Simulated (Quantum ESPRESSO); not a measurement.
Input and output of a self-consistent single point for a (111) slab of CsPbBr3 (cut from a parent of space group no. 221; 10 atoms in the cell) (Quantum ESPRESSO).

Method of the run: PBEsol, GBRV 1.5 ultrasoft (PBESOL) pseudopotentials (plane waves; Quantum ESPRESSO).

The change in words: vacuum of 6 angstrom (first run: 16 Å). Reference geometry:
```xyz
10
Lattice="8.2864 0.0000 0.0000 -4.1432 7.1763 0.0000 0.0000 0.0000 21.1516" Properties=species:S:1:pos:R:3 pbc="T T T"
Cs     7.8847     4.5523     9.7172
Cs     3.7415     2.1602    13.1516
Pb     3.7415     2.1602     8.0000
Pb    12.0280     6.9443    11.4344
Br     3.7415     4.5523     9.7172
Br     1.6699     0.9641     9.7172
Br     5.8131     0.9641     9.7172
Br     7.8847     2.1602    13.1516
Br     9.9564     5.7483    13.1516
Br     5.8131     5.7483    13.1516
```

Reference input (self-consistent single point, DFT, PBEsol, plane waves, GBRV 1.5 ultrasoft (PBESOL) pseudopotentials): ecutwfc = 40 Ry; ecutrho = 200 Ry; occupations = smearing; smearing = gaussian; degauss = 0.019992 Ry; potentials = {Cs: cs_pbesol_v1.uspp.F.UPF, Pb: pb_pbesol_v1.uspp.F.UPF, Br: br_pbesol_v1.4.uspp.F.UPF}; K_POINTS = automatic 2 2 1 0 0 0; tefield = true; dipfield = true; edir = 3; emaxpos = 0.97; eopreg = 0.05. This run's input differs from it in these lines:

```diff
@@ -12,3 +12,3 @@
  A = 8.286443994,
- C = 21.151600000,
+ C = 11.151599000,
  nat = 10,
@@ -34,12 +34,12 @@
 ATOMIC_POSITIONS crystal
-Cs    1.268698000    0.634349000    0.459407000
-Cs    0.602031333    0.301015667    0.621778000
-Pb    0.602031333    0.301015667    0.378222000
-Pb    1.935364667    0.967682333    0.540593000
-Br    0.768698000    0.634349000    0.459407000
-Br    0.268698000    0.134349000    0.459407000
-Br    0.768698000    0.134349000    0.459407000
-Br    1.102031333    0.301015667    0.621778000
-Br    1.602031333    0.801015667    0.621778000
-Br    1.102031333    0.801015667    0.621778000
+Cs    1.268698000    0.634349000    0.423006000
+Cs    0.602031333    0.301015667    0.730980000
+Pb    0.602031333    0.301015667    0.269020000
+Pb    1.935364667    0.967682333    0.576994000
+Br    0.768698000    0.634349000    0.423006000
+Br    0.268698000    0.134349000    0.423006000
+Br    0.768698000    0.134349000    0.423006000
+Br    1.102031333    0.301015667    0.730980000
+Br    1.602031333    0.801015667    0.730980000
+Br    1.102031333    0.801015667    0.730980000
 K_POINTS automatic
```

Log, with long lists cut:

```
     Self-consistent Calculation

     iteration #  1     ecut=    40.00 Ry     beta= 0.20

     negative rho (up, down):  3.100E-02 0.000E+00

     Adding external electric field

     Computed dipole along edir(3) :
        Dipole               -1.5759 Ry au,         -4.0056 Debye
        Dipole field         -0.0044 Ry au,

        Potential amp.        0.1772 Ry
        Total length         20.0198 bohr

     total energy              =    -697.24151288 Ry
     estimated scf accuracy    <       1.14271929 Ry

     iteration #  2     ecut=    40.00 Ry     beta= 0.20

     negative rho (up, down):  3.063E-02 0.000E+00

   [... lines left out ...]
        Dipole field         -0.0054 Ry au,

        Potential amp.        0.2166 Ry
        Total length         20.0198 bohr

     total energy              =    -697.36608886 Ry
     estimated scf accuracy    <          4.3E-10 Ry

     iteration # 21     ecut=    40.00 Ry     beta= 0.20

     negative rho (up, down):  3.106E-02 0.000E+00

     Adding external electric field

     Computed dipole along edir(3) :
        Dipole               -1.9267 Ry au,         -4.8971 Debye
        Dipole field         -0.0054 Ry au,

        Potential amp.        0.2166 Ry
        Total length         20.0198 bohr
     End of self-consistent calculation

     the Fermi energy is     0.8574 ev

!    total energy              =    -697.36608887 Ry
     estimated scf accuracy    <          5.5E-11 Ry
     smearing contrib. (-TS)   =      -0.00011435 Ry
     internal energy E=F+TS    =    -697.36597452 Ry

     electric field correction =       0.01042361 Ry

     convergence has been achieved in  21 iterations

     negative rho (up, down):  3.106E-02 0.000E+00

     Forces acting on atoms (cartesian axes, Ry/au):

     atom    1 type  1   force =    -0.00000009   -0.00000017    0.03275032
     atom    2 type  1   force =    -0.00000017   -0.00000041    0.00199260
     atom    3 type  2   force =     0.00000084    0.00000147    0.07420413
     atom    4 type  2   force =     0.00000001    0.00000059    0.10031929
   [... lines left out ...]
     atom    7 type  3   force =    -0.03789587    0.02187908   -0.04082130
     atom    8 type  3   force =    -0.00000014   -0.01718959   -0.02893454
     atom    9 type  3   force =     0.01488606    0.00859437   -0.02893433
     atom   10 type  3   force =    -0.01488620    0.00859445   -0.02893447

     Total force =     0.175466     Total SCF correction =     0.000018

   JOB DONE.
```

The run converged in 21 iterations. Against the reference run the free energy is nearly the same (within 1 meV/atom), the largest force goes from 2.591 to 2.579 eV/Å and the gap on the mesh hardly changes (1.210 to 1.220 eV).

The starting cell comes from a database of computed structures (which also holds hypothetical and non-ambient phases and stackings), without a prior relaxation at this level. The slab is cut from that crystal, and its faces are unrelaxed. Its lattice was rescaled in the plane by a random factor within 2.5 % of one. Spin-orbit coupling is off. Spin polarisation is off, though cut faces can carry moments; a gap of a slab can lie between surface states. Forces in this geometry exceed 1 eV/Å.

Cost on one core of a shared machine: roughly 4 min.
